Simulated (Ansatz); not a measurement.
# What pressure 0.3 GPa does to Sr

The reference is Sr in the fcc (Cu type) structure (space group Fm-3m, No. 225; a = 6.100 Å).

Perturbation: a hydrostatic pressure of 0.3 GPa.

All numbers come from DFT with r2SCAN, PAW potentials and a 500 eV plane-wave cutoff in Ansatz (an electronic-structure program), no SOC. k-mesh 13×13×13 (Γ-centred); smearing 0.05 eV (Fermi–Dirac).

The density increases by 0.063 g/cm³ to 2.63 g/cm³ and the lattice parameter a drops by 0.0495 Å to 6.050 Å. The shortest interatomic distance drops by 0.035 Å (4.313 Å → 4.278 Å) and the enthalpy H = E + PV relative to the base's energy comes out as +0.10 eV/atom. The band gap is still zero.

Final structure:

```
CELL_PARAMETERS angstrom
      0.00000     3.02520     3.02520
      3.02520     0.00000     3.02520
      3.02520     3.02520     0.00000
ATOMIC_POSITIONS crystal
  Sr 0.00000 0.00000 0.00000
```

Load acts through the strain it causes; cell and atoms are relaxed under it. Whether these cells are dynamically stable was not tested.
